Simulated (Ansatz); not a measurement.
## BN: isotropic strain +0.50 %

Start from BN in the zinc blende structure (space group F-43m, No. 216; a = 3.6097 Å).

Perturbation: every lattice vector is stretched by 0.50 %; the atoms relax in the strained cell.

Method: r2SCAN (Ansatz, a quantum-chemistry and plane-wave program), no spin-orbit coupling. Settings: 16×16×16 k-points, 0.05 eV Fermi–Dirac smearing.

The volume per atom grows by 0.09 Å³ (5.88 Å³ → 5.97 Å³) and the space group remains F-43m (No. 216). The shortest interatomic distance increases by 0.008 Å to 1.571 Å and the energy grows by 1.6 meV/atom. The pressure goes from zero to -5.70 GPa and the band gap drops by 0.02 eV, from 5.00 eV to 4.98 eV. The gap character stays indirect, Γ → X and the smallest direct gap falls by 0.08 eV to 9.51 eV. The width of the top valence band decreases by 0.106 eV, from 6.70 eV to 6.60 eV and the electron mass changes from 0.87 mₑ along k, 0.29 mₑ across (at X) to 0.88 mₑ along k, 0.29 mₑ across (at X). The hole mass (degenerate bands, along [100]) goes from 0.48, 0.51, 0.51 mₑ (at Γ) to 0.47, 0.52, 0.52 mₑ (at Γ).

Final structure:

```yaml
crystal:
  lattice:
    - [0.00000, 1.81389, 1.81389]
    - [1.81389, 0.00000, 1.81389]
    - [1.81389, 1.81389, 0.00000]
  atoms:
    - { symbol: B, position: [0.00000, 0.00000, 0.00000] }
    - { symbol: N, position: [0.25000, 0.25000, 0.25000] }
```

Masses are band curvatures over ±0.01 Å⁻¹ around the edge. Along k means along the line from Γ to the band edge. No phonon test of stability was made.
